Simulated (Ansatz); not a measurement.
Consider Bi₂Se₃ (space group R-3m, No. 166).

```xyz
5
Lattice="2.0722 1.1964 9.4827 -2.0722 1.1964 9.4827 0.0000 -2.3927 9.4827" Properties=species:S:1:pos:R:3 pbc="T T T"
Bi     0.0000     0.0000    11.4041
Bi     0.0000     0.0000    17.0439
Se     0.0000     0.0000     0.0000
Se     0.0000     0.0000     5.9889
Se     0.0000     0.0000    22.4591
```

All numbers come from PBE-D3(BJ) in Ansatz (plane waves to 420 eV, PAW, no spin-orbit coupling).

Carriers are added at fixed cell with a uniform background; the Fermi–Dirac width is that of 300 K.

One change was made to it. Results:

| quantity | base | after |
|---|---|---|
| Fermi level relative to the doped band's edge (positive inside the band; to 0.05 eV) | – | +1.05 eV |
| gap between the host's bands | 0.16 eV | 0.13 eV |
| gap character | direct at Γ | direct at Γ |

Which of these changes matches the shifts?
(A) electrons 5.0×10^21 cm⁻³
(B) holes 2.0×10^21 cm⁻³
(C) holes 1.0×10^22 cm⁻³

A, electrons 5.0×10^21 cm⁻³. For comparison, the Fermi level from band edge in the other runs: holes 2.0×10^21 cm⁻³ gives +0.50 eV; holes 1.0×10^22 cm⁻³ gives +0.80 eV.

Charged cell with a jellium background: band edges are those of the host's band count, energies are not comparable with the neutral cell, and many-body gap narrowing is missing. With Bi present, leaving out spin-orbit coupling can change the band edges. No phonon test of stability was made. The zero or small gap of Bi2Se3 can change with the level of theory.

Ansatz is an electronic-structure program.
